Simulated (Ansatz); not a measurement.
# WC, response to strain

Consider WC (space group P-6m2, No. 187; a = 2.922 Å, c = 2.846 Å; relaxed with 0.1 eV smearing). Axes: x lies along a and z along c of the hexagonal cell.

Strains are applied to the cell and any free atomic positions relax; under biaxial strain the out-of-plane vector relaxes too.

Computed with PBE in Ansatz (plane waves to 420 eV, PAW, scalar-relativistic without spin-orbit coupling).

Notes on the quantities. in-plane stress: mean in-plane stress (compression positive).

| change | in-plane stress | volume per atom |
|---|---|---|
| base | – | 10.53 Å³ |
| biaxial strain −3.00 %, plane normal [001], relaxed out of plane | +29.5 GPa | 10.02 Å³ |
| biaxial strain −2.50 %, plane normal [001], relaxed out of plane | +24.1 GPa | 10.10 Å³ |
| biaxial strain −1.50 %, plane normal [001], relaxed out of plane | [?] | 10.27 Å³ |
| biaxial strain −1.00 %, plane normal [001], relaxed out of plane | +9.0 GPa | 10.35 Å³ |
| biaxial strain −0.50 %, plane normal [001], relaxed out of plane | +4.4 GPa | 10.44 Å³ |
| biaxial strain +1.50 %, plane normal [001], relaxed out of plane | -12.1 GPa | 10.79 Å³ |
| biaxial strain +2.00 %, plane normal [001], relaxed out of plane | -15.8 GPa | 10.88 Å³ |
| biaxial strain +2.50 %, plane normal [001], relaxed out of plane | [?] | 10.96 Å³ |
| biaxial strain +3.00 %, plane normal [001], relaxed out of plane | -22.7 GPa | [?] |

Q: What belongs in the blanks?

A: 
- biaxial strain −1.50 %, plane normal [001], relaxed out of plane, in-plane stress: +13.9 GPa
- biaxial strain +2.50 %, plane normal [001], relaxed out of plane, in-plane stress: -19.3 GPa
- biaxial strain +3.00 %, plane normal [001], relaxed out of plane, volume per atom: 11.05 Å³

Whether these cells are dynamically stable was not tested. The final runs are not spin-polarised.

Ansatz is a first-principles code.
